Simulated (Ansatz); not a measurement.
Zinc-blende KF (model structure) was calculated with HSE06 (plane waves, PAW; Ansatz, a program for electronic structure).

Settings: plane-wave cutoff 500 eV, 6×6×6 k mesh, gaussian smearing 0.02 eV, scalar-relativistic PAW data made under PBE.

Cell (relaxed at this level):

Space group F-43m (No. 216); a = 5.9078 Å, b = 5.9078 Å, c = 5.9078 Å, α = 90.00°, β = 90.00°, γ = 90.00°

| atom | site | symmetry | x | y | z |
|---|---|---|---|---|---|
| K | 4a | -43m | 0.0000 | 0.0000 | 0.0000 |
| F | 4d | -43m | 0.7500 | 0.7500 | 0.7500 |
(The calculation used a cell of 2 atoms; values per cell refer to that cell.)

Question: Predict the band gap.

Answer: 
* **band gap**: 6.98 eV (on the SCF k mesh)

Note: the relaxation could raise the start's symmetry but not lower it, so the cell can be a saddle point.

Computing time: around 3.0 core-minutes (rough).

A model structure was made by putting elements into a prototype or built by hand; it is no filed structure, need not be a known phase, and can be a saddle point held by its symmetry.
